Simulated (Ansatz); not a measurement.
# BeTe: response to strain

Consider BeTe in the zinc blende structure (space group F-43m, No. 216; a = 5.554 Å). Axes: x, y, z lie along the cube axes.

Strains are applied to the cell and any free atomic positions relax; under biaxial strain the out-of-plane vector relaxes too.

Level of theory: plane-wave PAW DFT at the LDA level (Ansatz, a quantum-chemistry and plane-wave program, 420 eV), no spin-orbit coupling.

```tsv
biaxial strain, plane normal [001], relaxed out of plane (%)	out-of-plane strain (%)
-3	2.37
-2.5	1.98
-2	1.60
-1.5	1.20
-1	0.81
-0.5	?
0	0.00
```

Q: Fit ε⊥ = −νε + γε² (strains in %) to the rows shown and predict the withheld row.

A: Least squares on the printed values gives ν = 0.82 (the biaxial Poisson response) and γ = -0.009 (largest residual 0.00 %); this predicts 0.41 %, and the run gives 0.41 %, in agreement.

Stability against distortions was not tested.
